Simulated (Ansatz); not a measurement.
Gap of a (10,0) AlN nanotube at several levels, all on one geometry.

Levels: PBE (plane waves to 420 eV, PAW; Ansatz, a program for electronic structure); r2SCAN (plane waves to 500 eV, PAW; Ansatz); HSE06 run with Ansatz. Unmarked values and the geometry are of the first. Mesh 1×1×6. No spin polarisation. Isolated but for its images some 11 Å away. A hypothetical model, rolled from the flat sheet. Symmetry and one short period hold its shape; lower forms weren't sought. HSE06 ran on a 1×1×4 mesh and at PBE's edge points.

| level | gap (eV) |
|---|---|
| PBE | 2.71 |
| r2SCAN | 3.16 |
| HSE06 | … |

**Question.** What belongs in the gaps?

**Answer.** 
- HSE06, gap (eV): 3.80
